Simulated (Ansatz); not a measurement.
```
AlN
1.0
    5.24091     0.00000     0.00000
    0.00000     5.24091     0.00000
    0.00000     0.00000     3.09248
Al N
4 4
Direct
  0.32260   0.67740   0.00000
  0.67740   0.32260   0.00000
  0.82260   0.82260   0.50000
  0.17740   0.17740   0.50000
  0.31478   0.31478   0.00000
  0.68522   0.68522   0.00000
  0.18522   0.81478   0.50000
  0.81478   0.18522   0.50000
```

No spin polarisation.

Level of theory: PBEsol/PAW in Ansatz (a first-principles code), scalar-relativistic without spin-orbit coupling. k-mesh 6×6×11 (Γ-centred); smearing 0.05 eV (Fermi–Dirac).

### Question
Predict the gap character, band gap, electron mass and width of the top valence band.

### Answer
* **Gap character**: indirect, M–Γ (86 % along) → Γ
* **Band gap**: 3.91 eV
* **Electron mass**: 0.36 mₑ along c, 0.34 mₑ across (at Γ)
* **Width of the top valence band**: 1.55 eV

Load acts through the strain it causes; cell and atoms are relaxed under it. Effective masses come from finite differences of ±0.01 Å⁻¹. No phonon test of stability was made. No other phases were tried under pressure. The cell was made from AlN (space group P4_2/mnm, No. 136; a hypothetical phase, not in the database extracts checked) by this change: pressure 5 GPa.
